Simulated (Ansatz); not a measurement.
Data:

```
ZrN
1.0
    0.00000     2.41224     2.41224
    2.41224     0.00000     2.41224
    2.41224     2.41224     0.00000
N Zr
1 1
Direct
  0.00000   0.00000   0.00000
  0.50000   0.50000   0.50000
```

No spin polarisation.

Computed with plane-wave PAW DFT at the PBEsol level (Ansatz, a first-principles code, 420 eV), spin-orbit coupling left out, earlier PAW set. k-mesh 22×22×22 (Γ-centred); smearing 0.1 eV (Fermi–Dirac).

Task: Estimate the band gap.

Result: Zero.

Task: Predict the pressure.

Result: -32.0 GPa.

The cells carry an imposed strain or load. Stability against distortions was not tested. The final runs are not spin-polarised. The cell was made from ZrN in the rock salt structure (space group Fm-3m, No. 225) by this change: isotropic strain +5.96 %.
